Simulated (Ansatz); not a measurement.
**Pb: stress against strain**

Pb (fcc, Fm-3m, 30.031 Å³/atom at rest, cube axes along x, y and z) under a strain ε along a cube axis (axis z), the other axes held. PBEsol in Ansatz, a plane-wave DFT program (PAW, default set), 420 eV, 23×23×23 Γ-centred mesh, Fermi-Dirac smearing 0.10 eV; ions are relaxed within the symmetry of each cell. Stress is positive for a compressed cell.

Here s stands for strain and y for stress zz.

```csv
strain (%),stress zz (GPa)
-3.00,?
-1.50,0.89
-1.00,0.58
-0.50,0.28
0.00,-0.01
0.50,-0.29
1.00,-0.56
1.50,-0.82
```

The 7 complete rows are fitted with a straight line, y against s. Means: s 0, y 0.010. About the means, the sum of products is -3.9900 and the sum of squares of s is 7.0000; the slope is their ratio. Least squares gives y = 0.010 - 0.5700·s. Residuals (row less fit): 0.025, 0.000, -0.015, -0.020, -0.015, 0.000, 0.025; standard error 0.020 (degrees of freedom: 5). The slope gives the elastic constant C11 = 57 ± 0.8 GPa.

What does the fit predict for y at s = -3.00, and how far is the calculated value from it?

y = 0.010 - 0.5700 × (-3.0) = 1.720 GPa. The calculation gives 1.85 GPa, 0.130 GPa above the prediction (4.9 % of the range of y in the table). The row lies outside the fitted rows, so this is an extrapolation. From the scatter of the fitted rows alone, a prediction at this place has a standard error of 0.032 GPa, so the miss is 4.1 times that.

One order more, fitted to all 13 runs of the series, follows each within 0.01, so the miss is the next term of a smooth law. In a metal these values are sensitive to mesh and smearing; energies are taken to zero smearing, stresses follow the free energy. Rows are the converged runs of the series near zero and its far end; series whose fitted rows scatter by over a few per cent of the range, as at a crossing or softening among them, aren't shown in this form. Most that stay on the fit to the last digits aren't either.
